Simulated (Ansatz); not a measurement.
Ca3P2 (Pm-3m, No. 221, 5 atoms in the cell; start mp-1013547), treated with LDA (plane waves, PAW; Ansatz, a quantum-chemistry and plane-wave program).

Settings: plane-wave cutoff 520 eV, 6×6×6 k mesh, Fermi–Dirac smearing 0.01 eV, scalar-relativistic PAW data made under PBE.

Cell (relaxed with PBEsol):

```
Ca3P2
1.0
    5.24195     0.00000     0.00000
    0.00000     5.24195     0.00000
    0.00000     0.00000     5.24195
Ca P
3 2
Direct
  0.00000   0.50000   0.50000
  0.50000   0.00000   0.50000
  0.50000   0.50000   0.00000
  0.00000   0.00000   0.00000
  0.50000   0.50000   0.50000
```

### Question
Estimate the band gap that the calculation returns.

### Answer

* **band gap**: 0.29 eV (direct)

Note: cell and atoms aren't relaxed at this level (pressure -1.5 GPa).

Computed values are for the static lattice.

A start named mp-… is a Materials Project structure, which need not be a measured phase.
